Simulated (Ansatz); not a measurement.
What pressure 0.3 GPa does to TiC

Start from TiC in the rock salt structure (space group Fm-3m, No. 225; a = 4.328 Å).

Perturbation: a hydrostatic pressure of 0.3 GPa.

Level of theory: r2SCAN (Ansatz, a first-principles code; PAW; 500 eV plane waves; without spin-orbit coupling). Γ-centred 18×18×18 mesh, Fermi–Dirac width 0.05 eV.

The volume per atom is nearly the same (10.13 Å³ against 10.12 Å³) and the density stays 4.91 g/cm³. The shortest interatomic distance stays essentially unchanged (4.089 bohr against 4.088 bohr) and the enthalpy H = E + PV relative to the base's energy amounts to +0.02 eV/atom. The band gap is still zero.

Load acts through the strain it causes; cell and atoms are relaxed under it. No phonon test of stability was made. All final runs are without spin polarisation.
